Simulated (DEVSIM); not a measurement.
Device: abrupt Si n-p junction, at 350 K.

Layer 1 from the left is Si, thickness (μm) 4.40, Nd (cm⁻³) 3.7e15, τn (s) 5.8e-7, τp (s) 5.8e-7. Layer 2 from the left is Si, thickness (μm) 1.20, Na (cm⁻³) 6.4e17, τn (s) 5.8e-7, τp (s) 5.8e-7.

Left contact: ohmic. Right contact: ohmic. Voltage is applied to the left contact. Recombination: SRH at mid-gap, radiative. Mobility is μmin + (μ − μmin)/(1 + (N/Nref)^α).

The device is made up for the run: typed textbook-type constants, with dimensions and the other settings drawn at random. Values at 300 K; Nc and Nv go as T^1.5, mobilities as T to minus their exponent, the gap by Varshni's rule with the affinity fixed.

Si: gap (eV) 1.124, affinity (eV) 4.05, permittivity 11.7, Nc (cm⁻³) 2.86e19, Nv (cm⁻³) 3.1e19, μn (cm²/Vs) 1417, μp (cm²/Vs) 470, μn,min 52, μp,min 45, Nref,n 9.7e16, Nref,p 2.2e17, αn 0.68, αp 0.72, T exponent of μn 2.3, T exponent of μp 2.2, B (cm³/s) 4.7e-15, Varshni α (eV/K) 0.000473, Varshni β (K) 636.

Simulated with DEVSIM: 1D drift-diffusion, Boltzmann statistics, complete ionisation; no tunnelling, impact ionisation, image-force lowering or self-heating.

Dark forward current:

```tsv
|V| (V)	|J| (A/cm²)
0.05	1.125e-6
0.10	5.625e-6
0.15	2.615e-5
0.20	0.0001262
0.25	0.0006307
0.30	0.003216
0.35	0.01656
0.40	0.08548
0.45	0.4370
0.50	2.135
0.55	9.165
0.60	32.33
0.65	95.73
0.70	250.3
0.75	590.7
0.80	1244
0.85	2308
```

Question: Work out the local ideality factor n = ΔV / (kT/q · ln(J2/J1)) between the rows 0.15 and 0.20 V, 0.35 and 0.40 V, 0.80 and 0.85 V.

Answer: kT/q = 30.16 mV. From 0.15 to 0.20 V: ln(0.0001262/2.615e-5) = 1.574, n = 1.05, near the 1 of diffusion or emission over a barrier. From 0.35 to 0.40 V: ln(0.08548/0.01656) = 1.641, n = 1.01, near the 1 of diffusion or emission over a barrier. From 0.80 to 0.85 V: ln(2308/1244) = 0.618, n = 2.68.

Question: Estimate the current at 0.30 V from the Shockley equation with J0 = Σ q ni² D/(N L) coth(W/L), τ joining the SRH, radiative and Auger lifetimes that are on, and W taken as the whole layer.

Answer: ni² = 1.43e23 cm⁻⁶; holes in the n layer: μ = 320 cm²/Vs, D = 9.64 cm²/s, τ = 5.80e-7 s, L = 23.6 μm, W/L = 0.19, term 1.37e-7 A/cm²; electrons in the p layer: μ = 244 cm²/Vs, D = 7.37 cm²/s, τ = 5.79e-7 s, L = 20.7 μm, W/L = 0.058, term 2.20e-9 A/cm². J0 = 1.39e-7 A/cm², and J = J0 exp(qV/kT) = 0.00291 A/cm². The simulation gives 0.00322 A/cm²; the estimate lies 9.6 % below. The estimate leaves out recombination in the depletion region and that region's share of W.
